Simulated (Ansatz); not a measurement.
Consider WS2 in the 2H-MoS2 type structure (space group P6_3/mmc, No. 194; layered, stacked along the Cartesian z axis).

```yaml
crystal:
  lattice:
    - [3.17029, 0.00000, 0.00000]
    - [-1.58515, 2.74556, 0.00000]
    - [0.00000, 0.00000, 12.49303]
  atoms:
    - { symbol: W, position: [0.33333, 0.66667, 0.25000] }
    - { symbol: W, position: [0.66667, 0.33333, 0.75000] }
    - { symbol: S, position: [0.33333, 0.66667, 0.62489] }
    - { symbol: S, position: [0.66667, 0.33333, 0.12489] }
    - { symbol: S, position: [0.66667, 0.33333, 0.37511] }
    - { symbol: S, position: [0.33333, 0.66667, 0.87511] }
```

Cartesian axes are those of the cell as printed.

The values are results of r2SCAN+rVV10, PAW, 500 eV (Ansatz, a quantum-chemistry and plane-wave program; spin-orbit coupling left out), earlier PAW set, not measurements.

Perturbation: the cell is scaled by 0.9851 in all directions, atoms relaxed at fixed cell.

### Question
Predict the stress tensor and what it implies for the stiffness.

### Answer
Stress of the strained cell less that of the base (GPa, compression positive):
```
   5.27    0.00    0.00
   0.00    5.27    0.00
   0.00    0.00    1.30
```

Then B = −ΔP/(ΔV/V₀) with ΔV/V₀ = -0.0440 gives secant stiffness values (nonlinear terms included at this strain): B (at held cell shape, above the free-shape value) ≈ 90 GPa.

As a check, the harmonic strain energy −½ V₀ Δσ:ε is 10.0 meV/atom; the computed energy rise is 9.5 meV/atom.

No phonon test of stability was made.
